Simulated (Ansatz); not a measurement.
Take Na2S in the anti-fluorite structure (space group Fm-3m, No. 225) as the base.

```
Na2S
1.0
    0.00000     3.25070     3.25070
    3.25070     0.00000     3.25070
    3.25070     3.25070     0.00000
Na S
2 1
Direct
  0.25000   0.25000   0.25000
  0.75000   0.75000   0.75000
  0.00000   0.00000   0.00000
```

The values are results of plane-wave PAW DFT at the PBEsol level (Ansatz, an electronic-structure program, 420 eV), no SOC, not measurements.

Base values:

```
Quantity                          Value
-----------------------------  --------
Pressure                       0.01 GPa
Width of the top valence band   0.61 eV
Band gap                        2.43 eV
```

It is then changed as follows: the cell is scaled by 1.0200 in all directions; the atoms relax in the strained cell.

### Question
Predict the new pressure, width of the top valence band and band gap.

### Answer
The pressure falls by 1.543 GPa (0.01 GPa → -1.54 GPa); the width of the top valence band falls by 0.035 eV (0.61 eV → 0.57 eV); the band gap falls by 0.19 eV (2.43 eV → 2.24 eV).

Whether these cells are dynamically stable was not tested.
